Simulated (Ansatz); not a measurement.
Band structure of Cu₃N (Pm-3m, 4 atoms in the cell).

```
CELL_PARAMETERS angstrom
      3.74986     0.00000     0.00000
      0.00000     3.74986     0.00000
      0.00000     0.00000     3.74986
ATOMIC_POSITIONS crystal
  Cu 0.00000 0.00000 0.50000
  Cu 0.50000 0.00000 0.00000
  Cu 0.00000 0.50000 0.00000
  N  0.00000 0.00000 0.00000
```

Level of theory: PBE (plane waves, PAW; Ansatz, a program for electronic structure).

Settings: kpoints.mp_grid.grid = 6 6 6; hamiltonian.xc = pbe; hamiltonian.pseudopotentials = {kind: paw} (the program's default PAW files); scf.occupations.method = fermi_dirac; scf.occupations.width = 0.01 Ry; kpoints.band_path.npoints = 8.

The starting cell comes from a database of computed structures (which also holds hypothetical and non-ambient phases and stackings), without a prior relaxation at this level. Its lattice was rescaled by a random factor within 2.5 % of one. Spin polarisation is off. The run gives no clean gap (levels at the Fermi energy touch, overlap or are partly filled at this smearing), which alone does not show that the compound is a metal.

Levels in eV from the Fermi level, bands 28 to 35:
```csv
point,28,29,30,31,32,33,34,35
Γ,-2.02,-2.02,-2.02,-1.95,1.07,5.40,5.40,6.58
X,-2.38,-2.02,-1.59,-1.59,1.63,3.30,6.99,7.23
M,-2.34,-1.21,-1.21,-0.83,-0.04,3.66,4.86,4.86
R,-2.05,-0.07,-0.07,-0.07,0.55,0.55,0.55,6.08
```

Bands cross the Fermi level along this path, so the cell is metallic at this level.

Keys are those of Ansatz 0.2.
